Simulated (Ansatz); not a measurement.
The starting structures come from a database of crystals and need not be the phases stable at ambient conditions.

Consider the following.

```
Sn2F2O
1.0
    6.07456    -0.00930     0.05087
    0.91124     6.00583     0.05087
    0.52480     0.45048     5.14693
Sn O F
4 2 4
Direct
  0.70912   0.29088   0.50000
  0.29088   0.70912   0.50000
  0.78729   0.78729   0.00546
  0.21271   0.21271   0.99454
  0.61153   0.61153   0.30607
  0.38847   0.38847   0.69393
  0.13850   0.51556   0.20018
  0.86150   0.48444   0.79982
  0.48444   0.86150   0.79982
  0.51556   0.13850   0.20018
```

Space group of this cell: C2/m. The cell was relaxed by PBE-D3(BJ); by PBEsol its mean pressure is -1.9 GPa.

Transport runs along the normal of the first two printed cell vectors.

The gap is the functional's own. No spin-orbit coupling. Mid-gap values are interpolated on the energy grid.

Predict the band gap and the smallest decay constant κ at mid-gap from PBEsol run with Ansatz (an electronic-structure program).

Gap 2.41 eV on a 6×6×6 mesh; κ = 0.260 1/Å, at (0.167, 0.167) of the in-plane reciprocal vectors. At the zone centre, at the nearest computed energy, the slowest state has κ = 0.33 1/Å.
